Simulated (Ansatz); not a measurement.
Given:

```
CELL_PARAMETERS angstrom
      0.00000     2.20778     2.20778
      2.20778     0.00000     2.20778
      2.20778     2.20778     0.00000
ATOMIC_POSITIONS crystal
  Si 0.00000 0.00000 0.00000
  C  0.25000 0.25000 0.25000
```

No spin polarisation.

Calculations: Ansatz (a program for electronic structure) LDA, spin-orbit coupling left out. Settings: 13×13×13 k-points, 0.05 eV Fermi–Dirac smearing.

### Question
Predict the pressure.

### Answer
-12.15 GPa.

### Question
What is the computed gap character?

### Answer
Indirect, Γ → X.

The cells carry an imposed strain or load. Whether these cells are dynamically stable was not tested. The cell was made from SiC in the zinc blende structure (space group F-43m, No. 216) by this change: isotropic strain +2.00 %.
